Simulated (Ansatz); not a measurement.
## MgO (Pm-3n, No. 223, 12 atoms in the cell; start mp-1101930; a measured phase of this formula has another space group)

Computed with PBE0 in Ansatz (plane waves, PAW).

Settings: plane-wave cutoff 460 eV, 4×4×4 k mesh, Fermi–Dirac smearing 0.01 eV, scalar-relativistic PAW data made under PBE.

Cell (relaxed with PBEsol):

```cif
data_Mg6O6
_chemical_formula_sum 'Mg6 O6'
_space_group_name_H-M_alt 'P 1'
_space_group_IT_number 1
_cell_length_a 5.59042
_cell_length_b 5.59042
_cell_length_c 5.59042
_cell_angle_alpha 90.000
_cell_angle_beta 90.000
_cell_angle_gamma 90.000
loop_
_space_group_symop_operation_xyz
  'x, y, z'
loop_
_atom_site_label
_atom_site_type_symbol
_atom_site_fract_x
_atom_site_fract_y
_atom_site_fract_z
_atom_site_occupancy
Mg1 Mg 0.25000 0.00000 0.50000 1
Mg2 Mg 0.75000 0.00000 0.50000 1
Mg3 Mg 0.50000 0.75000 0.00000 1
Mg4 Mg 0.50000 0.25000 0.00000 1
Mg5 Mg 0.00000 0.50000 0.75000 1
Mg6 Mg 0.00000 0.50000 0.25000 1
O1 O 0.25000 0.50000 0.00000 1
O2 O 0.75000 0.50000 0.00000 1
O3 O 0.00000 0.75000 0.50000 1
O4 O 0.00000 0.25000 0.50000 1
O5 O 0.50000 0.00000 0.75000 1
O6 O 0.50000 0.00000 0.25000 1
```

| Quantity | Value |
|---|---|
| band gap | 5.22 eV (on the SCF k mesh) (direct) |

Note: cell and atoms aren't relaxed at this level (pressure -0.8 GPa).

Computed values are for the static lattice.

It cost very roughly 2.4 core-minutes of CPU time.

A start named mp-… is a Materials Project structure, which need not be a measured phase.

Ansatz is a first-principles code.
